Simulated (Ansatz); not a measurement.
C on the 1x1 (111) surface of fcc Rh, one in a 2x1 cell, energies for each (12.7 Å²). Energies are against an atom of graphite, without zero-point or thermal terms; each row is named by its start.

The numbers are results of PBE (plane waves to 420 eV, PAW; Ansatz, a first-principles code), not measurements.

**Question.** Which site binds most strongly?
A. hollow Rh-Rh-Rh over Rh at depth 2.2 Å
B. hollow Rh-Rh-Rh over Rh at depth 4.4 Å

**Answer.** A, hollow Rh-Rh-Rh over Rh at depth 2.2 Å. Adsorption energies: hollow Rh-Rh-Rh over Rh at depth 2.2 Å 1.06 eV; hollow Rh-Rh-Rh over Rh at depth 4.4 Å 1.19 eV.
